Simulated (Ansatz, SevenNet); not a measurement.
## Ge2Sb2Te5 (P-3m1, No. 164, 9 atoms in the cell; start mp-3534): properties by level of theory

| level (code) | equilibrium lattice constant a (Å) | lattice parameter c (Å) |
|---|---|---|
| SevenNet-l3i5 | 4.284 | 17.542 |
| PBEsol (Ansatz) | 4.202 | 17.098 |
| r²SCAN (Ansatz) | 4.231 | 18.227 |

Caveats: the relaxation could not lower the start's symmetry, so the cell can be a saddle point above a distorted one (SevenNet-l3i5, PBEsol, r²SCAN). Ansatz's density-functional and Hartree–Fock values are scalar-relativistic unless marked +SOC, with PAW data made under PBE.

The computed numbers hold no vibrational or temperature effects.

A start named mp-… is a Materials Project structure, which need not be a measured phase.

Ansatz is a first-principles code.
